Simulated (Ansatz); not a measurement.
The starting structures come from a database of crystals and need not be the phases stable at ambient conditions.

Tunnelling through a barrier is set by its complex band structure: the current falls as exp(−2κd) with the smallest κ.

Here is the system:

```xyz
7
Lattice="7.3462 0.0000 0.0000 3.6731 6.5049 0.0000 3.6731 -2.0740 3.0315" Properties=species:S:1:pos:R:3 pbc="T T T"
Zn     0.0000     0.0000     0.0000
Ga     5.5096     3.2525     0.0000
Ga     1.8365     3.2525     0.0000
S      3.6731     0.0986     2.1830
S      9.2733     3.3464     2.2895
S      7.3462    -0.0037     2.3325
S     12.7652     3.3464     2.2895
```

Space group of this cell: P-42m. The cell is taken as given; by PBEsol its mean pressure is -0.8 GPa.

Transport runs along the normal of the first two printed cell vectors, the (111) plane of the conventional cell.

The gap is the functional's own. No spin-orbit coupling. Mid-gap values are interpolated on the energy grid.

Problem. State the band gap and the smallest decay constant κ at mid-gap according to Ansatz (a first-principles code) with PBEsol.

Solution. Gap 1.95 eV on a 10×10×10 mesh; κ = 0.152 1/Å, at the zone centre.
